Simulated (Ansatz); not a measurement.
Take Sr in the fcc (Cu type) structure (space group Fm-3m, No. 225) as the base.

```
CELL_PARAMETERS angstrom
      0.00000     3.04995     3.04995
      3.04995     0.00000     3.04995
      3.04995     3.04995     0.00000
ATOMIC_POSITIONS crystal
  Sr 0.00000 0.00000 0.00000
```

Calculations: r2SCAN in Ansatz (plane waves to 500 eV, PAW, no SOC).

One change was made to it. Results:

The shortest interatomic distance decreases by 0.376 Å, from 4.313 Å to 3.937 Å; the band gap remains zero.

Problem. What was done to the base?
(A) Sr → Mg
(B) Sr → Ca
(C) Sr → Be

Solution. B, Sr → Ca. For comparison, the shortest interatomic distance in the other runs: Sr → Mg gives 3.180 Å; Sr → Be gives 2.235 Å.

Whether these cells are dynamically stable was not tested. As relaxed here, Be is a hypothetical phase, not in the database extracts checked. For Mg in this form, whether it has been made was not checked. This is not the structure that Mg has at room temperature and ambient pressure.

Ansatz is a quantum-chemistry and plane-wave program.
